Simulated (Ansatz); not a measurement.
## A computed series for GaN: point defects

Consider a 16-atom supercell of GaN in the zinc blende structure (space group F-43m, No. 216; a = 4.549 Å) at its relaxed geometry.

One neutral defect a cell, atoms relaxed at fixed cell.

Calculations: PBE (Ansatz, a program for electronic structure), spin-orbit coupling left out.

```csv
case,largest displacement of a host atom from its site in the perfect cell,pressure
perfect supercell,–,0.0 GPa
In on a Ga site,0.12 Å,…
"N vacancy, symmetric start",0.04 Å,-0.7 GPa
N interstitial (started 1.97 Å from the nearest host atom),0.71 Å,12.9 GPa
Ga vacancy,…,2.3 GPa
```

### Question
Some entries are withheld; estimate them.

### Answer

- In on a Ga site, pressure: 7.7 GPa
- Ga vacancy, largest displacement of a host atom from its site in the perfect cell: 0.18 Å

The magnetic state is the one reached from the starting moments; the real material's order can differ, and small cells can't hold many antiferromagnetic ones. In so small a cell the defect repeats every few ångströms: this is an ordered compound, not a dilute defect. The mesh was chosen for an insulator and is coarse for the gapless case. Defects with a symmetric start kept the site's symmetry and may sit on a saddle; the others started slightly shaken. Seeded moments were not kept for In on a Ga site, N vacancy and N interstitial (started 1.97 Å from the nearest host atom). This is not the structure that GaN has at room temperature and ambient pressure.
